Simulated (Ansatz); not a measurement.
Base system: ZnS in the zinc blende structure (space group F-43m, No. 216; a = 5.357 Å).

Levels (all Ansatz, a program for electronic structure, PAW): PBEsol (420 eV, no SOC); HSE06+SOC (420 eV, spin-orbit coupling included).

The geometry is relaxed with PBEsol.

```
Property                                    Value
----------------------------  -------------------
PBEsol valence-band top at Γ  0.00, 0.00, 0.00 eV
PBEsol band gap                           2.09 eV
```

Q: How does going to HSE06+SOC change the valence-band top at Γ and band gap?

A: The valence-band top at Γ (three highest Kramers pairs, from the VBM) changes from 0.00, 0.00, 0.00 eV to 0.00, 0.00, -0.08 eV; the band gap rises by 1.348 eV to 3.43 eV. The threefold valence maximum splits by Δso ≈ 0.08 eV.

Single points use the geometry relaxed with PBEsol. Differences between runs with and without spin-orbit coupling are approximate. Stability against distortions was not tested.
